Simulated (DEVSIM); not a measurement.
System: Au/SiO2/n-Ge capacitor, at 250 K.

```
layer (left to right)  material  thickness (nm)  Nd (cm⁻³)
---------------------  --------  --------------  ---------
1                          SiO2            1.30          -
2                            Ge            1100     3.1e17
```

Metal gate on the left, work function 5.1 eV. Fixed charge at the semiconductor interface 2.9e11 cm⁻² (in units of +e); no interface traps.

The device is made up for the run: typed textbook-type constants, with dimensions and the other settings drawn at random. Values at 300 K; Nc and Nv go as T^1.5, mobilities as T to minus their exponent, the gap by Varshni's rule with the affinity fixed.

```
parameter         SiO2        Ge
----------------  ----  --------
gap (eV)             9     0.664
affinity (eV)      0.9         4
permittivity       3.9        16
Nc (cm⁻³)            -   1.04e19
Nv (cm⁻³)            -      6e18
Varshni α (eV/K)     -  0.000477
Varshni β (K)        -       235
```

Simulated with DEVSIM: 1D Poisson equation in equilibrium, Boltzmann statistics, complete ionisation; no quantum confinement or tunnelling. Metal contacts follow the ideal Schottky-Mott rule: no Fermi-level pinning, no interface dipoles.

Base results: minimum of the low-frequency capacitance (μF/cm²) 0.258; capacitance of the dielectric stack (μF/cm²) 2.66; threshold voltage (band bending 2φF) (V) 0.35; flat-band voltage (V) 1.01.

Task: What follows from this one change: interface trap density 0 → 1e+11 cm^-2 eV^-1?

Result: minimum of the low-frequency capacitance 0.258 → 0.271 μF/cm²; capacitance of the dielectric stack little changed (2.66 μF/cm²); threshold voltage (band bending 2φF) little changed (0.35 V); flat-band voltage little changed (1.01 V).

Task: What follows from this one change: SiO2 thickness 0.0013 → 0.0016 μm?

Result: minimum of the low-frequency capacitance little changed (0.253 μF/cm²); capacitance of the dielectric stack 2.66 → 2.16 μF/cm²; threshold voltage (band bending 2φF) 0.35 → 0.32 V; flat-band voltage little changed (1.01 V).

Task: What follows from this one change: substrate doping 3.1e+17 → 6.2e+17 cm^-3?

Result: minimum of the low-frequency capacitance 0.258 → 0.342 μF/cm²; capacitance of the dielectric stack little changed (2.66 μF/cm²); threshold voltage (band bending 2φF) 0.35 → 0.29 V; flat-band voltage 1.01 → 1.03 V.
